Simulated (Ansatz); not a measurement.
Take Sc (space group P6_222, No. 180; a cell from a computed database, its experimental status unchecked; relaxed with 0.1 eV smearing) as the base.

```yaml
crystal:
  lattice:
    - [3.20410, 0.00000, 0.00000]
    - [-1.60205, 2.77483, 0.00000]
    - [0.00000, 0.00000, 8.02517]
  atoms:
    - { symbol: Sc, position: [0.50000, 0.00000, 0.00000] }
    - { symbol: Sc, position: [0.50000, 0.50000, 0.33333] }
    - { symbol: Sc, position: [0.00000, 0.50000, 0.66667] }
```

Cartesian axes are those of the cell as printed.

Method: Kohn–Sham DFT with the PBEsol functional, run in Ansatz (an electronic-structure program) with PAW and 420 eV plane waves, without spin-orbit coupling.

Perturbation: the cell is stretched by 1.25 % along x with no lateral relaxation, atoms relaxed at fixed cell.

**Question.** Predict the stress tensor and what it implies for the stiffness.

**Answer.** Stress of the strained cell less that of the base (GPa, compression positive):
```
   -1.1     0.0     0.0
    0.0    -0.5     0.0
    0.0     0.0    -0.3
```

Then −Δσ_ii/ε with ε = 0.0125 gives secant stiffness values (nonlinear terms included at this strain): C11 ≈ 84 GPa, C12 ≈ 43 GPa and C13 ≈ 28 GPa.

Stability against distortions was not tested. The final runs are not spin-polarised. Sc has a high density of states at the Fermi level and may be magnetic at this level. This is not the structure that Sc has at room temperature and ambient pressure.
